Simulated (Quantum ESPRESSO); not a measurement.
Input and output of a self-consistent single point for Tc (P-3m1, 2 atoms in the cell) (Quantum ESPRESSO).

Computed with PBEsol, PSlibrary PAW (PBE, semicore) pseudopotentials (plane waves; Quantum ESPRESSO).

```
Tc
1.0
    2.72630     0.00000     0.00000
   -1.36315     2.36104     0.00000
    0.00000     0.00000     4.36805
Tc
2
Direct
  0.33333   0.66667   0.26145
  0.66667   0.33333   0.75000
```

Reference input (self-consistent single point, DFT, PBEsol, plane waves, GBRV 1.5 ultrasoft (PBESOL) pseudopotentials): ecutwfc = 40 Ry; ecutrho = 320 Ry; occupations = smearing; smearing = gaussian; degauss = 0.0073499 Ry; potentials = {Tc: tc_pbesol_v1.uspp.F.UPF}; K_POINTS = automatic 5 5 3 0 0 0; conv_thr = 1e-10 Ry; mixing_beta = 0.7. This run's input differs from it in these lines:

```diff
@@ -14,4 +14,4 @@
   ntyp = 1
-  ecutwfc = 40
-  ecutrho = 320
+  ecutwfc = 29
+  ecutrho = 203
   occupations = 'smearing'
@@ -19,2 +19,3 @@
   degauss = 0.0073499
+  input_dft = 'pbesol'
 /
@@ -25,3 +26,3 @@
 ATOMIC_SPECIES
-Tc    97.9072  tc_pbesol_v1.uspp.F.UPF
+Tc    97.9072  Tc.pbe-spn-kjpaw_psl.1.0.0.UPF
 ATOMIC_POSITIONS {crystal}
```

Log, with long lists cut:

```
     Self-consistent Calculation

     iteration #  1     ecut=    29.00 Ry     beta= 0.70

     negative rho (up, down):  9.512E+02 0.000E+00

     total energy              =   -1176.39645002 Ry
     estimated scf accuracy    < 1350564.26961517 Ry

     iteration #  2     ecut=    29.00 Ry     beta= 0.70

     negative rho (up, down):  2.242E+03 0.000E+00

     total energy              =   34520.18478483 Ry
     estimated scf accuracy    < 1466261.80391755 Ry

     iteration #  3     ecut=    29.00 Ry     beta= 0.70

     negative rho (up, down):  3.933E+03 0.000E+00

     total energy              =  260773.73775401 Ry
     estimated scf accuracy    < 6904736.35140368 Ry

   [... 95 blocks of this kind left out ...]

     iteration # 99     ecut=    29.00 Ry     beta= 0.70

     negative rho (up, down):  3.071E+03 0.000E+00

     total energy              =  184366.48657596 Ry
     estimated scf accuracy    < 3312190.88849437 Ry

     iteration #100     ecut=    29.00 Ry     beta= 0.70

     negative rho (up, down):  2.354E+03 0.000E+00

     total energy              =  124934.96220037 Ry
     estimated scf accuracy    < 2435946.59648829 Ry
     End of self-consistent calculation

     convergence NOT achieved after 100 iterations: stopping

   JOB DONE.
```

The run ended unconverged after 100 iterations. 

The starting cell has typed, rounded lattice constants, without a prior relaxation at this level. Its lattice was rescaled by up to half a per cent. One atom was moved a little off its site on purpose.

Cost on one core of a shared machine: roughly 40 s.
